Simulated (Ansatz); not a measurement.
The parent structure is Re in the hcp (Mg type) structure (space group P6_3/mmc, No. 194; a = 2.776 Å, c = 4.481 Å; relaxed with 0.1 eV smearing). Axes: x lies along a and z along c of the hexagonal cell.

The values are results of DFT with PBE, PAW potentials and a 420 eV plane-wave cutoff in Ansatz (a program for electronic structure), spin-orbit coupling left out, not measurements.

For the base:

The shortest interatomic distance is 2.755 Å.

One thing is altered: the cell is compressed by 1.50 % along z with no lateral relaxation, atoms relaxed at fixed cell.

Q: How does this affect the shortest interatomic distance and energy relative to the base?

A: The shortest interatomic distance drops by 0.027 Å (2.755 Å → 2.728 Å); the energy grows by 7.1 meV/atom.

The cells carry an imposed strain or load. No phonon test of stability was made. All final runs are without spin polarisation.
